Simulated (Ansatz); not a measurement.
Structures of equal composition on the (100) surface of rock-salt TiN: a layer of Co, one atom over each N; a layer of Co, one atom over each Ti. The slabs share one bottom face, and each structure is named by its start. These are constructed structures in small cells; real faces may alloy, dewet or reconstruct in larger ones, and not all known structures of the face are among them. Slabs of about 13 Å, Fermi-Dirac smearing of 0.1 eV. Bottom of the slabs: a bare face, its two planes held. Relaxed from the named starts with such symmetry as they have, on meshes of like density; energies extrapolated to zero smearing; spin only where a row says so; no spin-orbit coupling, no U. Brackets mark spin-polarised runs, whose order is one that fits the cell.

Calculation: PBE (plane waves to 420 eV, PAW; Ansatz, a program for electronic structure).

Rank these by energy per 1x1 cell (lowest first), as PBE gives it.

a layer of Co, one atom over each N (0.000 eV [spin, 1.4 μB a cell]), a layer of Co, one atom over each Ti (1.103 eV [spin, 0.8 μB a cell])
